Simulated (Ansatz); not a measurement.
## A computed series for MgO: pressure series

Consider MgO in the rock salt structure (space group Fm-3m, No. 225).

```yaml
crystal:
  lattice:
    - [0.00000, 2.10708, 2.10708]
    - [2.10708, 0.00000, 2.10708]
    - [2.10708, 2.10708, 0.00000]
  atoms:
    - { symbol: O, position: [0.00000, 0.00000, 0.00000] }
    - { symbol: Mg, position: [0.50000, 0.50000, 0.50000] }
```

Cell and atoms are relaxed at each pressure.

The values are results of PBEsol (Ansatz, a program for electronic structure), without spin-orbit coupling, not measurements.

Candidates:
(a) pressure 9 GPa
(b) pressure −1 GPa
(c) pressure −2 GPa

Before the change:

```
Item       Result
--------  -------
Band gap  4.62 eV
```

Order them by band gap, lowest first.

(c) pressure −2 GPa (4.50 eV), (b) pressure −1 GPa (4.56 eV), (a) pressure 9 GPa (5.13 eV)

Load acts through the strain it causes; cell and atoms are relaxed under it. Stability against distortions was not tested. No other phases were tried under pressure.
